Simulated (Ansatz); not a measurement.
Band structure of SiNi (P2_13, 8 atoms in the cell).

```
SiNi
1.0
    4.48658     0.00000     0.00000
    0.00000     4.48658     0.00000
    0.00000     0.00000     4.48658
Si Ni
4 4
Direct
  0.65317   0.15317   0.34683
  0.84683   0.84683   0.84683
  0.15317   0.34683   0.65317
  0.34683   0.65317   0.15317
  0.35050   0.85050   0.64950
  0.14950   0.14950   0.14950
  0.85050   0.64950   0.35050
  0.64950   0.35050   0.85050
```

Method: PBEsol, PAW files made with PBE (plane waves; Ansatz, a quantum-chemistry and plane-wave program).

Settings: basis.ecutwfc = 420 eV; kpoints.mp_grid.grid = 8 8 8; hamiltonian.xc = pbesol; hamiltonian.pseudopotentials = {kind: paw} (an earlier, softer set of the program's PAW files); scf.occupations.method = gaussian; scf.occupations.width = 0.2 eV; kpoints.band_path.npoints = 8.

The starting cell comes from a database of computed structures (which also holds hypothetical and non-ambient phases and stackings), without a prior relaxation at this level. Its lattice was rescaled by a random factor within 2.5 % of one. Spin polarisation is off.

Levels in eV from the Fermi level, bands 41 to 48:
| point | 41 | 42 | 43 | 44 | 45 | 46 | 47 | 48 |
|---|---|---|---|---|---|---|---|---|
| Γ | -1.63 | -1.63 | -1.63 | 1.01 | 1.01 | 1.01 | 1.39 | 1.39 |
| X | -2.01 | -2.01 | -0.62 | -0.62 | -0.19 | -0.19 | 2.77 | 2.77 |
| M | -1.55 | -1.55 | -0.97 | -0.97 | 0.36 | 0.36 | 0.87 | 0.87 |
| R | -1.79 | -1.79 | -1.79 | -1.79 | 4.21 | 4.21 | 4.21 | 4.21 |

Bands cross the Fermi level along this path, so the cell is metallic at this level.

Keys are those of Ansatz 0.2.
